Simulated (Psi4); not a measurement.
Psi4 1.11, R2SCAN/def2-svp: Zr(NMe)(Cl)(NH2) (C[N]=[Zr]([NH2])[Cl]), 10 atoms. The geometry is a generated start, not checked to be a minimum at this level.

| Item | Result |
|---|---|
| task | gradient |
| method | r2scan |
| basis | def2-svp |
| memory | 7 GB |
| scf_type | df (default) |
| guess | auto, which took SAD (default) |
| diis_max_vecs | 10 (default) |
| scf_initial_accelerator | adiis (default) |
| e_convergence | 1e-08 (default) |
| d_convergence | 1e-08 (default) |
| effective core potentials | those of the basis set, past Kr |
| basis functions (reference run) | 116 |
| grid points (reference run) | 1831689 |

```xyz
10

Zr    -1.0562     0.7331     0.8916
N     -1.0114    -0.1466    -0.7833
C      0.1458    -0.2372    -1.6484
H      0.8253    -1.0492    -1.3198
H     -0.1703    -0.4581    -2.6749
H      0.7134     0.7250    -1.6589
Cl    -0.1273     2.7946     0.4716
N      0.1672    -0.4202     2.0627
H     -0.0788    -0.6872     3.0250
H      0.5924    -1.2542     1.6343
```
Charge 0, spin multiplicity 1.

Differences are taken against the run with dft_radial_points = 200, dft_spherical_points = 974, dft_pruning_scheme = none (default); no run here is proven converged. One run each, on a shared machine, so no times are given.

Settings tried, all else as in the reference:
- dft_radial_points = 35, dft_spherical_points = 110
- dft_radial_points = 75 (default), dft_spherical_points = 302 (default), dft_pruning_scheme = robust
- dft_radial_points = 99, dft_spherical_points = 590, dft_pruning_scheme = treutler
- dft_radial_points = 75 (default), dft_spherical_points = 302 (default), dft_pruning_scheme = treutler
- dft_radial_points = 25, dft_spherical_points = 50
- dft_radial_points = 150, dft_spherical_points = 770
- dft_radial_points = 50, dft_spherical_points = 194
- dft_radial_points = 99, dft_spherical_points = 590
- dft_radial_points = 75 (default), dft_spherical_points = 302 (default)
- dft_radial_points = 75 (default), dft_spherical_points = 434

Task: Which of these stay within 1.0 meV/atom in energy, 10 meV/Å in forces (largest component) of the reference run?

Result: Within it: dft_radial_points = 150, dft_spherical_points = 770; dft_radial_points = 99, dft_spherical_points = 590; dft_radial_points = 99, dft_spherical_points = 590, dft_pruning_scheme = treutler. Outside: dft_radial_points = 75 (default), dft_spherical_points = 434; dft_radial_points = 75 (default), dft_spherical_points = 302 (default), dft_pruning_scheme = robust; dft_radial_points = 75 (default), dft_spherical_points = 302 (default); dft_radial_points = 75 (default), dft_spherical_points = 302 (default), dft_pruning_scheme = treutler; dft_radial_points = 50, dft_spherical_points = 194; dft_radial_points = 35, dft_spherical_points = 110; dft_radial_points = 25, dft_spherical_points = 50.

| setting | grid points | energy against the reference | difference in forces (largest component) |
|---|---|---|---|
| the reference | 1831689 | — | — |
| dft_radial_points = 150, dft_spherical_points = 770 | 1092659 | under 0.001 meV/atom | 1.9 meV/Å |
| dft_radial_points = 99, dft_spherical_points = 590 | 554532 | +0.15 meV/atom | 6.3 meV/Å |
| dft_radial_points = 99, dft_spherical_points = 590, dft_pruning_scheme = treutler | 317308 | +0.10 meV/atom | 6.3 meV/Å |
| dft_radial_points = 75 (default), dft_spherical_points = 434 | 310445 | −0.74 meV/atom | 16 meV/Å |
| dft_radial_points = 75 (default), dft_spherical_points = 302 (default), dft_pruning_scheme = robust | 155577 | −0.69 meV/atom | 17 meV/Å |
| dft_radial_points = 75 (default), dft_spherical_points = 302 (default) | 216169 | −0.69 meV/atom | 17 meV/Å |
| dft_radial_points = 75 (default), dft_spherical_points = 302 (default), dft_pruning_scheme = treutler | 129441 | −0.74 meV/atom | 17 meV/Å |
| dft_radial_points = 50, dft_spherical_points = 194 | 93929 | −3.1 meV/atom | 130 meV/Å |
| dft_radial_points = 35, dft_spherical_points = 110 | 37417 | −13 meV/atom | 180 meV/Å |
| dft_radial_points = 25, dft_spherical_points = 50 | 12179 | +23 meV/atom | 710 meV/Å |

Total energies are compared; such shifts often cancel in part in energy differences. The gradients leave out the derivatives of the grid weights. No test of the SCF solution's stability was run. Also tried and not ranked: dft_radial_points = 99, dft_spherical_points = 590, dft_pruning_scheme = robust (same energy as a listed run). The tolerance is a choice made for this comparison.
